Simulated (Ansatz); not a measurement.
Take SiC in the zinc blende structure (space group F-43m, No. 216; a = 4.357 Å) as the base.

Now apply this change: Pd takes the place of Si on all its sites; the structure is relaxed again.

Levels (all Ansatz, a first-principles code, PAW): PBEsol (420 eV, spin-orbit coupling left out); r2SCAN (500 eV, no spin-orbit coupling).

The geometry is relaxed with PBEsol.

```
Quantity          Result
---------------  -------
PBEsol pressure  0.0 GPa
```

Problem. Predict the pressure from r2SCAN.

Solution. The pressure goes from zero to 4.5 GPa.

Single points use the geometry relaxed with PBEsol. Their cutoffs differ, which shifts pressures a little. Stability against distortions was not tested. As relaxed here, PdC is a hypothetical phase, not in the database extracts checked. The final runs are not spin-polarised.
